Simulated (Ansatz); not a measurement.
Consider the following.

```
ZnSe
1.0
    0.00000     2.81667     2.76033
    2.81667     0.00000     2.76033
    2.81667     2.81667     0.00000
Zn Se
1 1
Direct
  0.00000   0.00000   0.00000
  0.25000   0.25000   0.25000
```

No spin polarisation.

Level of theory: PBEsol/PAW in Ansatz (an electronic-structure program), spin-orbit coupling left out. Settings: 10×10×10 k-points, 0.05 eV Fermi–Dirac smearing.

Question: Predict the electron mass.

Answer: 0.095 mₑ (at Γ).

Question: What is the computed valence-band top at Γ (three highest levels, from the VBM)?

Answer: 0.00, -0.07, -0.07 eV.

Question: Estimate the hole mass.

Answer: 0.098 mₑ along z, 0.53 mₑ across (at Γ).

Question: Predict the band gap.

Answer: 1.27 eV.

The cells carry an imposed strain or load. Masses are band curvatures over ±0.01 Å⁻¹ around the edge. Stability against distortions was not tested. The cell was made from ZnSe in the zinc blende structure (space group F-43m, No. 216) by this change: uniaxial strain ε_zz = −2.00 %.
